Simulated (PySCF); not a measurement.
PySCF 2.14.0, BP86/def2-tzvp, df: Ge(H)2(Br)(Me) ([CH3][GeH2][Br]), 8 atoms. The geometry is a generated start, not checked to be a minimum at this level.

* **task**: energy
* **method**: bp86
* **basis**: def2-tzvp
* **two-electron scheme**: density fitting
* **mol.max_memory**: 3000 MB
* **mf.max_cycle**: 100
* **mf.init_guess**: minao (default)
* **mf.DIIS**: CDIIS (default)
* **mf.diis_space**: 8 (default)
* **mf.conv_tol**: 1e-09 (default)
* **mf.grids.level**: 3 (default)
* **basis functions**: 157
* **grid points**: 104224

```xyz
8

Ge     0.8100    -0.3603     0.0284
C     -1.0753     0.2039     0.0430
Br     2.0859     1.4057    -0.6396
H      1.1245    -1.4613    -0.9570
H      1.3509    -0.7459     1.3879
H     -1.2092     1.0000     0.7734
H     -1.7265    -0.6248     0.3017
H     -1.3603     0.5827    -0.9377
```

One run each on 2 threads, 1 BLAS thread. Values of level_shift (Hartree) tried: 0 (default), 0.1, 0.3, 1.

Q: Which value of level_shift (Hartree) needs the fewest Fock builds, and what happens away from it?

A: Fewest Fock builds, within one of each other: 0 (default) with 12, 0.1 with 11. The count rises to 32 at 1. All converge to one solution.

```
level_shift (Hartree)  Fock builds            end
---------------------  -----------  -------------
0 (default)                     12  same solution
0.1                             11  same solution
0.3                             14  same solution
1                               32  same solution
```
